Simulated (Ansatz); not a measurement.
The starting structures come from a database of crystals and need not be the phases stable at ambient conditions.

 Where the default PAW files enter, the runs use the earlier of Ansatz's two default sets.

By PBEsol, the system below comes out a metal.

The ballistic (Sharvin) conductance counts the channels at the Fermi level: G/A = (e²/h) × channels of both spins per area.

Data:

```xyz
8
Lattice="3.3819 0.0000 0.0000 0.0000 5.6553 0.0000 0.0000 0.0000 5.3296" Properties=species:S:1:pos:R:3 pbc="T T T"
Ni     2.5364     1.7490     2.6944
Ni     0.8455     3.9063     2.6353
Ni     0.8455     4.5767     5.3001
Ni     2.5364     1.0786     0.0295
Ge     2.5364     5.1634     3.6756
Ge     0.8455     0.4919     1.6540
Ge     0.8455     2.3358     4.3188
Ge     2.5364     3.3196     1.0108
```

Space group of this cell: Pnma. The cell is strained (lengths across the current scaled by 0.98, ions clamped); by PBEsol its mean pressure is 5.1 GPa.

The current flows along the normal of the first two printed cell vectors. No spin-orbit coupling; the value is a mean over 0.1 eV about the Fermi level.

Task: State the ballistic conductance per area according to PBEsol run with Ansatz (an electronic-structure program).

Result: 0.59 × 10¹⁵ S/m² for both spins.
